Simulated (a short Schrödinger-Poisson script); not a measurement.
Stack: gated Al0.3Ga0.7As/GaAs δ-doped gas, at 300 K.

| layer | material | thickness (nm) | Na (cm⁻³) |
|---|---|---|---|
| 1 | Al0.3Ga0.7As | 30 | - |
| 2 | Al0.3Ga0.7As | 2 | - |
| 3 | GaAs | 6000 | 3e15 |

Constants are typed, rounded textbook-type inputs, not results; the design itself was drawn at random and stands for no fabricated device. Al0.3Ga0.7As: permittivity 12.05, conduction-band edge (eV) 0.237, gap (eV) 1.798, electron mass (mₑ) 0.0919, Nv at 300 K (cm⁻³) 9e18. GaAs: permittivity 12.9, conduction-band edge (eV) 0, gap (eV) 1.424, Nv at 300 K (cm⁻³) 9e18.

Channel valleys (confinement mass, in-plane density-of-states mass, number): Γ 0.067, 0.067, 1. At the gate the conduction-band edge of layer 1 lies 0.99 eV − eVg above the Fermi level of the channel; the field vanishes at the back. Sheet of ionised δ-doping: +3e12 e/cm² at 30 nm from the gate. The barrier under the gate holds no holes. Gaps are held at their typed values at every temperature. Mesh 0.08 nm at interfaces.

From a short Schrödinger-Poisson script (our own, NumPy): 1D Poisson equation in equilibrium, electrons quantum, Hartree plus LDA exchange-correlation (BenDaniel-Duke, 40 states a valley, the channel's in-plane mass for all, wave functions free to enter the barrier), parabolic valleys, classical holes, full ionisation, no traps, pinning or gate leakage.

The same stack at other levels of the model or other numerical settings:

```
run                                          sheet density of all electrons at Vg = 0.5 V (cm⁻²)  sheet density of all electrons at Vg = 0 V (cm⁻²)  capacitance at Vg = 0.5 V (μF/cm²)  centroid of the channel electrons at Vg = 0.5 V (nm)  rough cost against the base
-------------------------------------------  ---------------------------------------------------  -------------------------------------------------  ----------------------------------  ----------------------------------------------------  ---------------------------
base                                                                                     1.79e12                                            8.60e11                               0.306                                                  5.62                      about 1
electrons treated as classical, Boltzmann                                                1.88e12                                            9.09e11                               0.318                                                  3.29                         0.02
electrons treated as classical, Fermi-Dirac                                              1.78e12                                            8.66e11                               0.302                                                  5.13                         0.07
electrons treated as quantum, Hartree                                                    1.76e12                                            8.41e11                               0.305                                                  5.89                          0.6
mesh six times as coarse                                                                 1.79e12                                            8.60e11                               0.306                                                  5.58                          0.3
one subband a valley                                                                     1.76e12                                            8.42e11                               0.299                                                  3.88                          0.3
```

The classical rows ignore confinement, and Boltzmann statistics overrate the density once the band edge passes the Fermi level.
